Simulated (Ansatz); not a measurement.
Levels about the gap of amorphous Si$_{30}$N$_{40}$Al (71 atoms in a cell of 829 Å³, 2.86 g/cm³; zone centre alone, so wide bands show as single levels with stretches between that a denser mesh fills), at the geometry that PBE relaxed, where it gives 0.0 GPa on a denser mesh. The participation number counts the atoms over which a state spreads; weights are charges in smoothed Voronoi cells. The levels come from a single point, so bond lengths are those of that geometry. Method of the levels: PBE, scalar-relativistic without spin-orbit coupling (Ansatz, a quantum-chemistry and plane-wave program). Sampling: the zone centre alone; Fermi-Dirac width 0.02 eV; collinear spin, started from a total moment of 1 μB (at the end a net moment of 1.0 μB). The usual formal charges leave 3 electrons over, so the level spacing at the Fermi energy parts defect or band states and needn't be the band gap. In the spin-polarised cell the level spacing at the Fermi energy can part levels of unlike spin. At PBE the levels at both edges of the gap are localised (band-tail or defect states), and the nearest spread-out levels lie 3.2 eV apart at the zone centre.

The cell was made by melting and quenching with the CHGNet potential and then relaxed with DFT. N atoms were pushed apart under 1.9 Å during the dynamics, to hinder bonds among them. The hot cell started wider than the set density and was brought back towards it in steps. It is the lowest in DFT energy of 2 quenches. It is a model cell: composition and starting density were chosen by hand, and all elements were melted together. No dispersion term was used. Its density started from a set value of 2.98 and ended at 2.86 g/cm³. The quench (nominally 380 K/ps over its main leg) was far faster than any real one, so the model tends to hold more defects than a real film. A cell of this size samples the disorder only roughly. The volume was free in the relaxation, at fixed shape. Stress components on the final sampling reach 4.4 GPa.

| E - E(highest filled), eV | filling | spin | participation number | largest on | weight N | weight Si | weight Al |
|---|---|---|---|---|---|---|---|
| -1.40 | filled | up | 15.3 | N, 3 neighbours | 0.91 | 0.09 | 0.00 |
| -1.38 | filled | dn | 14.2 | N, 3 neighbours | 0.91 | 0.09 | 0.00 |
| -1.34 | filled | up | 3.5 | N, 2 neighbours | 0.87 | 0.13 | 0.00 |
| -1.34 | filled | dn | 3.6 | N, 2 neighbours | 0.87 | 0.13 | 0.00 |
| -0.78 | filled | up | 9.7 | N, 3 neighbours | 0.64 | 0.24 | 0.12 |
| -0.77 | filled | dn | 9.7 | N, 3 neighbours | 0.64 | 0.24 | 0.12 |
| 0.00 | filled | up | 4.6 | Si, 3 neighbours | 0.42 | 0.58 | 0.00 |
| 1.23 | empty | dn | 7.8 | Si, 3 neighbours | 0.40 | 0.59 | 0.00 |
| 1.69 | empty | up | 5.5 | Si, 3 neighbours | 0.41 | 0.59 | 0.00 |
| 1.85 | empty | dn | 14.6 | Si, 3 neighbours | 0.44 | 0.55 | 0.00 |
| 1.87 | empty | up | 32.7 | Si, 3 neighbours | 0.49 | 0.50 | 0.00 |
| 2.25 | empty | dn | 14.4 | Si, 3 neighbours | 0.43 | 0.56 | 0.00 |
| 2.31 | empty | up | 34.8 | Si, 4 neighbours | 0.44 | 0.54 | 0.02 |
| 2.32 | empty | dn | 33.4 | Si, 4 neighbours | 0.44 | 0.54 | 0.01 |

Most localised among these is the filled level at -1.34 eV, on a N atom, which has 2 neighbours (Si 1.65 Å, Si 1.66 Å).
